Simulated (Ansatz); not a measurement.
Functionals compared on a constructed model of the (100) surface of fcc Ir, a pseudomorphic layer of W in the host's stacking (bottom of the slab: a bare face, its two planes held), in Ansatz (plane waves, PAW). The structure was relaxed with PBE; the other rows are single points on it. Cutoff 420 eV (500 eV for r2SCAN).

Model: 7-atom slab, 12.2 Å thick at the start, 14x14x1 mesh, Fermi-Dirac 0.1 eV, dipole correction, 2 atoms held, the rest relaxed; symmetry of the start imposed; no spin, no spin-orbit, no U. It is one candidate, not shown to be the stable structure of the face. These notes are the PBE run's.

| functional | work function of the top face (eV) | rough cost of the single point |
|---|---|---|
| PBE | 5.03 | – |
| RPBE | 4.89 | very roughly 40 core-seconds |
| r2SCAN | 5.07 | about 70 core-seconds (a rough figure) |

Ansatz is a first-principles code.
